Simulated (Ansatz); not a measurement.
Inside the gap of an insulator the Bloch states are evanescent, with a wavenumber k + iκ along the transport direction.

Input:

```xyz
3
Lattice="3.5583 0.0000 0.0000 -1.7791 3.0816 0.0000 1.7791 1.0272 2.9053" Properties=species:S:1:pos:R:3 pbc="T T T"
Hf     0.0000     0.0000     0.0000
O      1.7791     1.0272     0.7263
O      1.7791     3.0816     2.1790
```

Space group of this cell: Fm-3m, fluorite. The cell is taken as given; by r2SCAN its mean pressure is 4.4 GPa.

Transport runs along the normal of the first two printed cell vectors, the (111) plane of the conventional cell.

No gap correction and no spin-orbit coupling; mid-gap values are interpolated between computed energies.

Give the band gap and the smallest decay constant κ at mid-gap that r2SCAN (Ansatz, a quantum-chemistry and plane-wave program) yields.

Gap 4.34 eV on a 12×12×12 mesh; κ = 0.435 1/Å, at the zone centre.
